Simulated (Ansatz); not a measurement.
# B2O3 (P3₁21, No. 152)

Method: r²SCAN+rVV10 (Ansatz, a quantum-chemistry and plane-wave program, PAW).

Run with plane-wave cutoff 500 eV, 12×12×6 k mesh (along the axes of the cell as run), Fermi–Dirac smearing 0.05 eV, scalar-relativistic PAW data made under PBE.

Cell (relaxed at this level):

```cif
data_B6O9
_chemical_formula_sum 'B6 O9'
_space_group_name_H-M_alt 'P3121'
_space_group_IT_number 152
_space_group_name_Hall 'P 31 2"'
_cell_length_a 4.32393
_cell_length_b 4.32393
_cell_length_c 8.22238
_cell_angle_alpha 90.000
_cell_angle_beta 90.000
_cell_angle_gamma 120.000
loop_
_atom_site_label
_atom_site_type_symbol
_atom_site_symmetry_multiplicity
_atom_site_Wyckoff_symbol
_atom_site_fract_x
_atom_site_fract_y
_atom_site_fract_z
_atom_site_occupancy
B1 B 6 c 0.39496 0.15950 0.10812 1
O1 O 6 c 0.15405 0.55238 0.46130 1
O2 O 3 a 0.15132 0.15132 0.00000 1
```

| Quantity | Result |
|---|---|
| band gap | 7.38 eV (on the SCF k mesh) |

Computed values are for the static lattice.
